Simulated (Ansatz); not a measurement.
How the smallest direct gap on the k points sampled of SrZrO3 (P4mm, No. 99, 5 atoms in the cell; start mp-1068742; a measured phase of this formula has another space group) moves with the method

No measured value is used here.

| level (code) | value (eV) |
|---|---|
| LDA (Ansatz) | (withheld) |
| PBEsol+SOC (Ansatz) | 3.63 |
| HSE06+SOC (Ansatz) | 5.35 |
| PBE0 (Ansatz) | 6.12 |

Task: Complete the blanks.

Result: 
- LDA (Ansatz, a program for electronic structure), value (eV): 3.61

At these levels the smallest gap is indirect and lower: LDA 3.32, PBEsol+SOC 3.35, HSE06+SOC 4.96, PBE0 5.72 eV. Computed values are for a static lattice. Levels without +SOC have no spin–orbit coupling; where heavier elements are present it shifts gaps, mostly down, and can invert bands.  Values are at the PBEsol cell. Cutoffs and k meshes differ between the levels. Ansatz's density-functional and Hartree–Fock values are scalar-relativistic unless marked +SOC, with PAW data made under PBE.

A start named mp-… is a Materials Project structure, which need not be a measured phase.
